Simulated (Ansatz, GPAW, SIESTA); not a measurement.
**Code comparison for HfGa3 (P1, 4 atoms in the cell)**

Self-consistent single point, at a second geometry (atoms moved at random). First geometry:

```
HfGa3
1.0
   -1.92856     1.92856     4.50131
    1.92856    -1.92856     4.50131
    1.92856     1.92856    -4.50131
Hf Ga
1 3
Direct
  0.00000   0.00000   0.00000
  0.50000   0.50000   0.00000
  0.75000   0.25000   0.50000
  0.25000   0.75000   0.50000
```

Second geometry:
```xyz
4
Lattice="-1.9286 1.9286 4.5013 1.9286 -1.9286 4.5013 1.9286 1.9286 -4.5013" Properties=species:S:1:pos:R:3 pbc="T T T"
Hf     0.0411    -0.0121     0.0381
Ga     0.0322    -0.0033     4.4417
Ga    -0.0733     1.9501     2.2567
Ga     1.9285    -0.0062     2.2661
```

Shared settings, as Ansatz (a program for electronic structure) writes them: kpoints.mp_grid.grid = 8 8 8; scf.occupations.method = gaussian; scf.occupations.width = 0.136 eV. Potentials and cutoffs stand in the table.

```json
[
 {"code": "Ansatz", "model": "PBEsol, PAW files made with PBE", "ΔF from the first geometry (meV/atom)": "5.3", "pressure (GPa)": "-1.16", "largest force (eV/Å)": "0.354", "cutoff": "420 eV"},
 {"code": "GPAW", "model": "PBEsol, GPAW PAW datasets PBEsol (made by gpaw-setup)", "ΔF from the first geometry (meV/atom)": "5.9", "pressure (GPa)": "-0.13", "largest force (eV/Å)": "0.386", "cutoff": "550 eV"},
 {"code": "SIESTA", "model": "GGA PBEsol, numerical atomic orbitals DZP, PseudoDojo PBEsol standard norm-conserving potentials (rewritten from UPF to PSML)", "ΔF from the first geometry (meV/atom)": "5.9", "pressure (GPa)": "-0.09", "largest force (eV/Å)": "0.384", "cutoff": "grid 350 Ry"}
]
```

Size of the force on each atom (eV/Å): Sizes of forces hide their directions.

```tsv
code	Hf1	Ga2	Ga3	Ga4
Ansatz	0.257	0.089	0.354	0.163
GPAW	0.268	0.102	0.386	0.183
SIESTA	0.261	0.123	0.384	0.201
```

On Ansatz's run: spin-orbit coupling is off.

The spread over the programs that give each value: ΔF from the first geometry within 0.6 meV/atom; pressure within 1.07 GPa; largest force within 0.032 eV/Å.

SIESTA uses small atom-centred bases, whose incompleteness enters pressures, forces and empty levels differently from a plane-wave cutoff. Ansatz's pressure is given at a fixed set of plane waves, as the other plane-wave codes print theirs; with its correction for the finite basis it is -1.12 GPa.

The starting cell comes from a database of computed structures (which also holds hypothetical and non-ambient phases and stackings), without a prior relaxation at this level. For this run, on top of that: atoms moved at random.

Keys are those of Ansatz 0.2.
